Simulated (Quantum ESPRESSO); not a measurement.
# Short convergence ladders for VRe (Cmm2, 2 atoms in the cell)

```yaml
crystal:
  lattice:
    - [1.50727, -2.17574, 0.00000]
    - [1.50727, 2.17574, 0.00000]
    - [0.00000, 0.00000, 4.20942]
  atoms:
    - { symbol: V, position: [0.50000, 0.50000, 0.51188] }
    - { symbol: Re, position: [0.00000, 0.00000, 0.00000] }
```

Base method: LDA (PZ), GBRV 1.5 ultrasoft (LDA) pseudopotentials (plane waves; Quantum ESPRESSO).

Base settings: ecutwfc = 50 Ry; ecutrho = 400 Ry; occupations = smearing; smearing = fermi-dirac; degauss = 0.0073499 Ry; potentials = {V: v_lda_v1.4.uspp.F.UPF, Re: re_lda_v1.2.uspp.F.UPF}; K_POINTS = automatic 6 6 4 0 0 0; conv_thr = 1e-10 Ry.

The count of work is k-points × plane waves × bands × iterations; it is no time. Core times come from one kind of shared machine, to one figure; runs under 30 s give none.

**The k-point mesh at a smearing width of 0.02 eV**

In this ladder: degauss = 0.00147 Ry.

Only quantities that move along the ladder and can be compared are tabulated.

| K_POINTS | free energy less the last step's (meV/atom) | pressure (GPa) | largest difference of a force vector from the last step's (eV/Å) | count of work / last |
|---|---|---|---|---|
| automatic 5 5 3 0 0 0 | -32.37 | -7.52 | 0.022 | 0.042 |
| automatic 7 7 4 0 0 0 | 12.68 | -7.37 | 0.017 | 0.11 |
| automatic 10 10 6 0 0 0 | 6.72 | -7.29 | 0.009 | 0.26 |
| automatic 14 14 9 0 0 0 | 1.50 | -7.41 | 0.005 | 0.54 |
| automatic 17 17 10 0 0 0 | 0.00 | -7.47 | 0.000 | 1.0 |

Coarsest K_POINTS that holds the forces within 0.02 eV/Å of the last step, with all finer ones: automatic 7 7 4 0 0 0, at 0.11 of the last step's count of work; the step before is off by 0.022 eV/Å.

Coarsest K_POINTS that holds the free energy within 5 meV/atom of the last step, with all finer ones: automatic 14 14 9 0 0 0; the step before is off by 6.7 meV/atom.

Coarsest K_POINTS that holds the pressure within 0.05 GPa: not settled: the last two steps still differ by 0.06 GPa, over half the tolerance, so the ladder does not show it.

**The width of Fermi-Dirac smearing**

In this ladder: K_POINTS = automatic 10 10 7 0 0 0.

Narrow widths need finer meshes than wide ones, so the last steps can hold mesh noise.

Only quantities that move along the ladder and can be compared are tabulated; pressure and forces are left out, as mesh noise rules them at narrow widths.

| degauss | free energy less the last step's (meV/atom) | energy extrapolated to zero width less the last step's (meV/atom) | core time / last (rough) |
|---|---|---|---|
| 0.073499 Ry | -1515.79 | 61.91 | 1 |
| 0.036749 Ry | -321.08 | 46.49 | 0.7 |
| 0.02205 Ry | -93.62 | 12.19 | 1 |
| 0.0073499 Ry | 0.00 | 0.00 | 1 |

Widest degauss that holds the free energy within 5 meV/atom: not settled: the last two steps still differ by 94 meV/atom, over half the tolerance, so the ladder does not show it.

Widest degauss that holds the energy extrapolated to zero width within 2 meV/atom: not settled: the last two steps still differ by 12 meV/atom, over half the tolerance, so the ladder does not show it.

The extrapolation to zero width removes most of the smearing's effect on the energy.

**The SCF threshold**

The mesh stays at the base's, so the ladder's end is converged at best in this setting alone.

Only quantities that move along the ladder and can be compared are tabulated.

| conv_thr | free energy less the last step's (meV/atom) | largest difference of a force vector from the last step's (eV/Å) | count of work / last |
|---|---|---|---|
| 0.0073 Ry | 1.12 | 0.019 | 0.35 |
| 7.3e-05 Ry | 0.13 | 0.017 | 0.47 |
| 7.3e-07 Ry | 0.00 | 0.000 | 0.59 |
| 7.3e-09 Ry | 0.00 | 0.000 | 0.65 |
| 1e-10 Ry | 0.00 | 0.000 | 0.82 |
| 7.3e-14 Ry | 0.00 | 0.000 | 1.0 |

Coarsest conv_thr that holds the forces within 0.005 eV/Å of the last step, with all finer ones: 7.3e-07 Ry; the step before is off by 0.017 eV/Å.

Coarsest conv_thr that holds the free energy within 0.5 meV/atom of the last step, with all finer ones: 7.3e-05 Ry; the step before is off by 1.1 meV/atom.

On the base run: the starting cell comes from a database of computed structures (which also holds hypothetical and non-ambient phases and stackings), without a prior relaxation at this level. Its lattice was rescaled by up to half a per cent. One atom was moved a little off its site on purpose. Spin polarisation is off. In the base run, with a pressure of about -8 GPa the cell is away from its equilibrium volume at this level. Without a gap this mesh is coarse (it stands for a supercell whose shortest vector is 16 Å).

Left out of this page: 2 runs of the series outside the window shown, repeating another row's setting, or not comparable.
